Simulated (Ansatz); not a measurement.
A constructed model of the (0001) surface of hcp Zr, a layer of Mg in place of the second plane (bottom of the slab: a bare face, its two planes held)

Level of theory: PBE (plane waves to 420 eV, PAW; Ansatz, a program for electronic structure).

Slab: 6 atoms, 12.5 Å thick at the start; k 13x13x1, smearing 0.1 eV, dipole-corrected; 2 atoms held, the rest relaxed; start symmetry kept, larger cells not searched; no spin, no spin-orbit, no U. It is one candidate, not shown to be the stable structure of the face.

```json
{
  "work_function_of_the_top_face": "4.04 eV",
  "energy_released_by_relaxation": "0.23 eV",
  "cost": "about 110 core-seconds (a rough figure)"
}
```
